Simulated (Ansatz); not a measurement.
Start from BN in the zinc blende structure (space group F-43m, No. 216; a = 3.624 Å).

The values are results of PBE/PAW in Ansatz (a program for electronic structure), scalar-relativistic without spin-orbit coupling, earlier PAW set, not measurements.

For the base:

| Item | Result |
|---|---|
| Electron mass | 0.91 mₑ along k, 0.30 mₑ across (at X) |
| Hole mass | 0.50, 0.53, 0.53 mₑ (at Γ) |
| Gap character | indirect, Γ → X |
| Band gap | 4.46 eV |

It is then changed as follows: full substitution B → Ga; the structure is relaxed again.

Tabulated Pauling electronegativity and covalent radius: B 2.04, 0.84 Å; Ga 1.81, 1.22 Å.

### Question
What does the calculation give for the electron mass after the change?

### Answer
The electron mass changes from 0.91 mₑ along k, 0.30 mₑ across (at X) to 0.14 mₑ (at Γ).

### Question
Estimate the effect on the hole mass.

### Answer
The hole mass (degenerate bands, along [100]) goes from 0.50, 0.53, 0.53 mₑ (at Γ) to 0.15, 0.90, 0.90 mₑ (at Γ).

### Question
What does the calculation give for the gap character after the change?

### Answer
The gap character becomes direct at Γ (base: indirect, Γ → X).

### Question
What does the calculation give for the band gap after the change?

### Answer
The band gap falls by 2.92 eV, from 4.46 eV to 1.54 eV.

Masses are band curvatures over ±0.01 Å⁻¹ around the edge. Along k means along the line from Γ to the band edge. Stability against distortions was not tested. This is not the structure that GaN has at room temperature and ambient pressure.
